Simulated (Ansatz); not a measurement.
# KBr: energy against volume

KBr (rock salt, Fm-3m, 35.111 Å³/atom and stress up to 0.01 GPa in the relaxed cell, cube axes along x, y and z) under an equal strain ε along all three axes. PBEsol in Ansatz, a plane-wave DFT program (PAW, default set), 420 eV, 9×9×9 Γ-centred mesh, Fermi-Dirac smearing 0.05 eV; ions are relaxed, or left where forces stay under 0.02 eV/Å, within the symmetry of each cell.

Here V stands for volume and E for E less E0.

| volume (Å³/atom) | E less E0 (meV/atom) | pressure (GPa) |
|---|---|---|
| 32.0452 | ? | ? |
| 33.0466 | 6.72 | 1.10 |
| 33.5550 | 3.73 | 0.79 |
| 34.0686 | 1.65 | 0.51 |
| 34.5874 | 0.42 | 0.25 |
| 35.1114 | 0.00 | 0.01 |
| 35.6407 | 0.34 | -0.21 |
| 36.1753 | 1.40 | -0.42 |
| 36.7152 | 3.13 | -0.61 |
| 37.2605 | 5.50 | -0.78 |

The 9 complete rows are fitted with the third-order Birch-Murnaghan form, a cubic in V^(-2/3), E against V. With u = V^(-2/3) - 0.0933, the rows have u = 0.0038066, 0.0028233, 0.0018548, 0.0009008, -0.0000387, -0.0009644, -0.0018763, -0.0027748, -0.0036602. Least squares gives E = 0.003 + 68.8·u + 437165·u² + 2192652·u³. Residuals (row less fit): 0.000, -0.001, 0.001, -0.001, -0.001, -0.001, 0.002, -0.001, 0.000; standard error 0.002 (degrees of freedom: 5). Its minimum lies at u = -0.0000787, so V0 = (0.0932213)^(-3/2) = 35.13. There d²E/du² = 873300 and d³E/du³ = 1.316e7, so B0 = (4/9) × 35.13^(-7/3) × 873300 × 0.160218 = 15.4 GPa (the last factor turns the table's units into GPa), and B0' = 4 + (2/3) × 0.0932213 × (1.316e7)/873300 = 4.9. B0' rests on the cubic coefficient alone and has a standard error of 0.1 from these residuals.

Problem. Estimate the missing E (V = 32.0452); what did the run itself give?

Solution. u = 0.0058193, so E = 0.003 + 68.8 × 0.0058193 + 437165 × 0.0058193² + 2192652 × 0.0058193³ = 15.640 meV/atom. The calculation gives 15.64 meV/atom, which the fit meets to the printed digits. The row lies outside the fitted rows, so this is an extrapolation. The scatter of the fitted rows lies at the last printed digit.

Other structures, which can take over under pressure, weren't tried. The same form fitted to the pressure column gives B0' = 5.0; series where the two differ by over 0.4 aren't shown. Rows are the converged runs of the series near zero and its far end, less any whose ions stayed unrelaxed beside relaxed ones; series whose fitted rows scatter by over a few per cent of the range, as at a crossing or softening among them, aren't shown in this form.
